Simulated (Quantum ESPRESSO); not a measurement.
A self-consistent single point of ZrAs (P6_3/mmc, 8 atoms in the cell) with Quantum ESPRESSO.

Method: LDA (PZ), GBRV 1.5 ultrasoft (LDA) pseudopotentials (plane waves; Quantum ESPRESSO).

```
ZrAs
1.0
    3.87005     0.00000     0.00000
   -1.93502     3.35156     0.00000
    0.00000     0.00000    13.02050
Zr As
4 4
Cartesian
  0.00000   2.23438   1.51741
  1.93503   1.11719  11.50309
  1.93503   1.11719   8.02766
  0.00000   2.23438   4.99284
  0.00000   0.00000   0.00000
  0.00000   0.00000   6.51025
  0.00000   2.23438   9.76537
  1.93503   1.11719   3.25512
```

Reference input (self-consistent single point, DFT, PBEsol, plane waves, SSSP 1.1.2 efficiency (PBE) pseudopotentials): ecutwfc = 40 Ry; ecutrho = 320 Ry; occupations = smearing; smearing = gaussian; degauss = 0.0073499 Ry; input_dft = pbesol; potentials = {Zr: Zr_pbe_v1.uspp.F.UPF, As: As.pbe-n-rrkjus_psl.0.2.UPF}; K_POINTS = automatic 5 5 2 0 0 0; conv_thr = 1e-10 Ry. This run's input differs from it in these lines:

```diff
@@ -19,3 +19,2 @@
     degauss = 0.0073499
-    input_dft = 'pbesol'
 /
@@ -25,4 +24,4 @@
 ATOMIC_SPECIES
-Zr    91.2240  Zr_pbe_v1.uspp.F.UPF
-As    74.9216  As.pbe-n-rrkjus_psl.0.2.UPF
+Zr    91.2240  zr_lda_v1.uspp.F.UPF
+As    74.9216  as_lda_v1.uspp.F.UPF
 ATOMIC_POSITIONS angstrom
```

The program printed (abridged):

```
     Self-consistent Calculation

     iteration #  1     ecut=    40.00 Ry     beta= 0.70

     Threshold (ethr) on eigenvalues was too large:
     Diagonalizing with lowered threshold

     negative rho (up, down):  2.449E-01 0.000E+00

     total energy              =    -557.01713439 Ry
     estimated scf accuracy    <       0.23047321 Ry

     iteration #  2     ecut=    40.00 Ry     beta= 0.70

     negative rho (up, down):  2.458E-01 0.000E+00

     total energy              =    -557.07196745 Ry
     estimated scf accuracy    <       0.18837726 Ry

     iteration #  3     ecut=    40.00 Ry     beta= 0.70

     negative rho (up, down):  2.456E-01 0.000E+00

     total energy              =    -557.10789282 Ry
     estimated scf accuracy    <       0.00175056 Ry

   [... 6 blocks of this kind left out ...]

     iteration # 10     ecut=    40.00 Ry     beta= 0.70

     negative rho (up, down):  2.460E-01 0.000E+00

     total energy              =    -557.11022855 Ry
     estimated scf accuracy    <          8.9E-09 Ry

     iteration # 11     ecut=    40.00 Ry     beta= 0.70

     negative rho (up, down):  2.460E-01 0.000E+00
     End of self-consistent calculation

     the Fermi energy is    11.5147 ev

!    total energy              =    -557.11022855 Ry
     estimated scf accuracy    <          6.3E-11 Ry
     smearing contrib. (-TS)   =      -0.00097063 Ry
     internal energy E=F+TS    =    -557.10925792 Ry

     convergence has been achieved in  11 iterations

     negative rho (up, down):  2.460E-01 0.000E+00

     Forces acting on atoms (cartesian axes, Ry/au):

     atom    1 type  1   force =     0.00000000    0.00000000   -0.00728313
     atom    2 type  1   force =     0.00000000    0.00000000    0.00728313
     atom    3 type  1   force =    -0.00000000   -0.00000000   -0.00728313
     atom    4 type  1   force =     0.00000000    0.00000000    0.00728313
     atom    5 type  2   force =    -0.00000000   -0.00000000    0.00000000
   [... lines left out ...]
     Total force =     0.014566     Total SCF correction =     0.000037
   [... lines left out ...]

     negative rho (up, down):  2.460E-01 0.000E+00
          total   stress  (Ry/bohr**3)                   (kbar)     P=      -90.70
  -0.00062126   0.00000000  -0.00000000          -91.39        0.00       -0.00
   0.00000000  -0.00062126  -0.00000000            0.00      -91.39       -0.00
  -0.00000000  -0.00000000  -0.00060712           -0.00       -0.00      -89.31

   JOB DONE.
```

The run converged in 11 iterations. Against the reference run the pressure goes from -6.52 to -9.07 GPa and the largest force stays at 0.187 eV/Å.

The starting cell comes from a database of computed structures (which also holds hypothetical and non-ambient phases and stackings), without a prior relaxation at this level. Its lattice was rescaled by a random factor within 2.5 % of one. With a pressure of about -9 GPa the cell is away from its equilibrium volume at this level.

Cost on one core of a shared machine: roughly 2 min.
